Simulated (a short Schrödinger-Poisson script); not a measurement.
System: MOS inversion layer, SiO2 on p-type Ge(111), at 300 K.

| layer | material | thickness (nm) | Na (cm⁻³) |
|---|---|---|---|
| 1 | SiO2 | 3.4 | - |
| 2 | Ge | 480 | 7.3e17 |

The device is made up for the run: typed textbook-type constants, with dimensions and the other settings drawn at random. SiO2: permittivity 3.9, conduction-band edge (eV) 3.1, gap (eV) 9, electron mass (mₑ) 0.5. Ge: permittivity 16, conduction-band edge (eV) 0, gap (eV) 0.664, Nv at 300 K (cm⁻³) 6e18.

Channel valleys (confinement mass, in-plane density-of-states mass, number): L1 1.59, 0.08, 1; L3 0.09, 0.34, 3. At the gate the conduction-band edge of layer 1 lies 3.17 eV − eVg above the Fermi level of the channel; the field vanishes at the back. Gaps are held at their typed values at every temperature. Mesh 0.03 nm at interfaces.

Solved with a short Schrödinger-Poisson script written for these runs: 1D Poisson equation in equilibrium, electrons classical, Fermi-Dirac, parabolic valleys, classical holes, full ionisation, no traps, pinning or gate leakage.

The same stack at other levels of the model or other numerical settings:

```
run                                        sheet density of all electrons at Vg = 2.7 V (cm⁻²)  sheet density of all electrons at Vg = 0.9 V (cm⁻²)  capacitance at Vg = 2.7 V (μF/cm²)  centroid of the channel electrons at Vg = 2.7 V (nm)  rough cost against the base
-----------------------------------------  ---------------------------------------------------  ---------------------------------------------------  ----------------------------------  ----------------------------------------------------  ---------------------------
base                                                                                   1.25e13                                              2.16e12                               0.948                                                  0.85                      about 1
electrons treated as classical, Boltzmann                                              1.32e13                                              2.26e12                               0.993                                                  0.44                          0.2
electrons treated as quantum, Hartree                                                  1.18e13                                              1.72e12                               0.925                                                  1.69                            7
mesh six times as coarse                                                               1.25e13                                              2.13e12                               0.943                                                  0.92                          0.3
```

The classical rows ignore confinement, and Boltzmann statistics overrate the density once the band edge passes the Fermi level.

Only the L valleys are kept; under strong confinement the Δ valleys of Ge fill too.
